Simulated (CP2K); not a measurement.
Band structure of Hg₃Pt (I4/mmm, 4 atoms in the cell).

```
CELL_PARAMETERS angstrom
      5.50443     0.00000     0.00000
      2.29306     5.00406     0.00000
     -3.89874    -2.50203     2.97294
ATOMIC_POSITIONS crystal
  Hg 0.75000 0.25000 0.50000
  Hg 0.25000 0.75000 0.50000
  Hg 0.50000 0.50000 0.00000
  Pt 0.00000 0.00000 0.00000
```

Computed with LDA (Pade form), GPW, DZVP-MOLOPT-SR-GTH basis, GTH-PADE potentials (GTH_POTENTIALS) run with CP2K.

Settings: CUTOFF = 500 Ry; REL_CUTOFF = 60 Ry; SMEAR/METHOD = FERMI_DIRAC; ELECTRONIC_TEMPERATURE = 1160.45 K; KPOINTS/SCHEME = MONKHORST-PACK 8 8 8; GAMMA_CENTERED = T; XC_FUNCTIONAL = PADE; Hg/BASIS_SET = DZVP-MOLOPT-SR-GTH; Hg/POTENTIAL = GTH-PADE-q12; Pt/BASIS_SET = DZVP-MOLOPT-SR-GTH; Pt/POTENTIAL = GTH-PADE-q18; METHOD = GPW; EPS_DEFAULT = 1e-10; EXTRAPOLATION = USE_GUESS.

The starting cell comes from a database of computed structures (which also holds hypothetical and non-ambient phases and stackings), without a prior relaxation at this level. Spin-orbit coupling is off. Spin polarisation is off. Values carry the incompleteness of an atom-centred basis.

Levels in eV from the Fermi level, bands 24 to 29:
```tsv
point	24	25	26	27	28	29
Γ	-2.19	-1.35	-0.97	1.35	1.61	3.64
X	-2.24	-1.99	-1.70	-1.47	-0.54	0.29
Y	-2.25	-2.20	-1.69	-1.63	-0.43	1.50
S	-2.05	-1.93	-1.74	-1.69	1.57	3.53
Z	-1.79	-1.79	-1.38	0.33	0.33	2.50
S1	-2.05	-1.93	-1.74	-1.69	1.57	3.53
N	-2.11	-1.97	-1.70	-1.50	0.37	4.64
P	-2.10	-2.10	-1.70	-0.81	-0.66	2.00
Y1	-2.25	-2.20	-1.69	-1.63	-0.43	1.50
```

Bands cross the Fermi level along this path, so the cell is metallic at this level.

Higher empty bands are left out: an atom-centred basis made for the valence describes them poorly.
